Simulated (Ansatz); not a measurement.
The reference is Lu in the hcp (Mg type) structure (space group P6_3/mmc, No. 194; a = 3.4450 Å, c = 5.3487 Å).

The values are results of PBEsol (Ansatz, a quantum-chemistry and plane-wave program), no spin-orbit coupling, earlier PAW set, not measurements.

For the base:

- c/a ratio = 1.553
- Volume per atom = 27.49 Å³

The change: Mg takes the place of Lu on all its sites, then cell and atoms are relaxed.

**Question.** Estimate the effect on the c/a ratio and volume per atom.

**Answer.** The c/a ratio increases by 0.086 (1.553 → 1.639); the volume per atom drops by 4.964 Å³, from 27.49 Å³ to 22.52 Å³.

No phonon test of stability was made.
